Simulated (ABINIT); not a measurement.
Worked example: self-consistent single point of Mg3CdO4 (Pm-3m, 8 atoms in the cell) in ABINIT.

Method of the run: LDA (PW92), PAW (JTH v2.0 LDA PAW) (plane waves; ABINIT).

```xyz
8
Lattice="4.4466 0.0000 0.0000 0.0000 4.4466 0.0000 0.0000 0.0000 4.4466" Properties=species:S:1:pos:R:3 pbc="T T T"
Mg     0.0000     2.2233     2.2233
Mg     2.2233     0.0000     2.2233
Mg     2.2233     2.2233     0.0000
Cd     0.0000     0.0000     0.0000
O      2.2233     0.0000     0.0000
O      0.0000     2.2233     0.0000
O      0.0000     0.0000     2.2233
O      2.2233     2.2233     2.2233
```

Reference input (self-consistent single point, DFT, PBEsol, plane waves, PAW (JTH v2.0 PBE PAW, files made for PBE)): pseudos = [Mg.GGA_PBE-JTH.xml, Cd.GGA_PBE-JTH.xml, O.GGA_PBE-JTH.xml]; ecut = 24 Ha; pawecutdg = 48 Ha; pawxcdev = 0; ixc = -116133; occopt = 1; ngkpt = 6 6 6; nshiftk = 1; shiftk = 0 0 0; potentials = JTH v2.0 PBE PAW; nband = 35; kptopt = 1. This run's input differs from it in these lines:

```diff
@@ -1,4 +1,4 @@
-# Mg3CdO4, JTH v2.0 PBE PAW
+# Mg3CdO4, JTH v2.0 LDA PAW
 pp_dirpath "./"
-pseudos "Mg.GGA_PBE-JTH.xml, Cd.GGA_PBE-JTH.xml, O.GGA_PBE-JTH.xml"
+pseudos "Mg.LDA_PW-JTH.xml, Cd.LDA_PW-JTH.xml, O.LDA_PW-JTH.xml"
 acell 8.4029317748 8.4029317748 8.4029317748
@@ -24,3 +24,3 @@
 pawxcdev 0
-ixc -116133
+ixc 7
 occopt 1
```

Its files differ too (potentials: JTH v2.0 PBE PAW → JTH v2.0 LDA PAW).

The program printed (abridged):

```
--- !BeginCycle
solver: {iscf: 17, nstep: 80, nline: 4, wfoptalg: 10, }
tolerances: {toldfe: 1.00E-09, }
...

     iter   Etot(hartree)      deltaE(h)  residm     nres2
 ETOT  1  -299.22346081329    -2.992E+02 1.602E+00 4.004E+01
 ETOT  2  -303.16177231729    -3.938E+00 4.400E-02 1.689E+01
 ETOT  3  -303.08380358364     7.797E-02 1.353E-02 5.571E+00
 ETOT  4  -303.09255247009    -8.749E-03 7.055E-03 3.856E+00
 ETOT  5  -303.08935558663     3.197E-03 5.570E-03 2.103E+00
   [... 13 lines left out ...]
 ETOT 19  -303.08692814021    -4.105E-09 2.889E-05 3.878E-08
 ETOT 20  -303.08692814136    -1.153E-09 3.006E-05 2.005E-09
 ETOT 21  -303.08692814174    -3.737E-10 1.976E-05 8.610E-09
 ETOT 22  -303.08692814186    -1.278E-10 2.033E-05 2.811E-10
 At SCF step   22, etot is converged :
  for the second time, diff in etot=  1.278E-10 < toldfe=  1.000E-09

 Cartesian components of stress tensor (hartree/bohr^3)
  sigma(1 1)=  3.57200872E-04  sigma(3 2)=  0.00000000E+00
  sigma(2 2)=  3.57200872E-04  sigma(3 1)=  0.00000000E+00
  sigma(3 3)=  3.57200872E-04  sigma(2 1)=  0.00000000E+00

 ----iterations are completed or convergence reached----

 reduced coordinates (array xred) for    8 atoms
       0.000000000000      0.500000000000      0.500000000000
       0.500000000000      0.000000000000      0.500000000000
       0.500000000000      0.500000000000      0.000000000000
       0.000000000000      0.000000000000      0.000000000000
       0.500000000000      0.000000000000      0.000000000000
       0.000000000000      0.500000000000      0.000000000000
   [... lines left out ...]
 Fermi (or HOMO) energy (hartree) =   0.22872   Average Vxc (hartree)=  -0.40371
   [... lines left out ...]
local_psp           : -1.90807600567005E+02
total_energy        : -3.03086919303890E+02
total_energy_eV     : -8.24741450412300E+03
...

-Cartesian components of stress tensor (GPa)         [Pressure= -1.0509E+01 GPa]
- sigma(1 1)=  1.05092107E+01  sigma(3 2)=  0.00000000E+00
- sigma(2 2)=  1.05092107E+01  sigma(3 1)=  0.00000000E+00
- sigma(3 3)=  1.05092107E+01  sigma(2 1)=  0.00000000E+00

 Calculation completed.
```

The run converged in 22 iterations. Against the reference run the pressure goes from -5.35 to -10.51 GPa and the gap on the mesh moves little (0.940 to 0.947 eV).

The starting cell comes from a database of computed structures (which also holds hypothetical and non-ambient phases and stackings), without a prior relaxation at this level. With a pressure of about -11 GPa the cell is away from its equilibrium volume at this level.

Cost on one core of a shared machine: roughly 2 min.
